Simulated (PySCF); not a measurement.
PySCF 2.14.0, unrestricted TPSSH/def2-svp, df: Sr(F)2 anion ([F][Sr][F]), charge -1, multiplicity 2, 3 atoms. The geometry is a generated start, not checked to be a minimum at this level.

```yaml
task: energy
method: tpssh
basis: def2-svp
two_electron_scheme: density fitting
mol.max_memory: 3000 MB
mf.max_cycle: 100
mf.init_guess: minao (default)
mf.DIIS: CDIIS (default)
mf.diis_space: 8 (default)
mf.conv_tol: 1e-09 (default)
mf.grids.level: 3 (default)
effective_core_potentials: those of the basis set, past Kr
basis_functions: 51
grid_points: 50440
```

```xyz
3

Sr     0.8624     0.0633    -0.1233
F     -0.6594     1.1184    -0.9412
F     -0.2030    -1.1817     1.0645
```

Charge -1 and multiplicity 2 are set for this test and not shown to be the ground state.

One run each on 2 threads, 1 BLAS thread. Values of level_shift (Hartree) tried: 0 (default), 0.1, 0.3, 1.

How does the count of Fock builds change with level_shift (Hartree), and where is it least?

Fewest Fock builds: 0 (default) with 14. The count rises to 98 at 1. All converge to one solution.

| level_shift (Hartree) | Fock builds | end |
|---|---|---|
| 0 (default) | 14 | same solution |
| 0.1 | 21 | same solution |
| 0.3 | 38 | same solution |
| 1 | 98 | same solution |
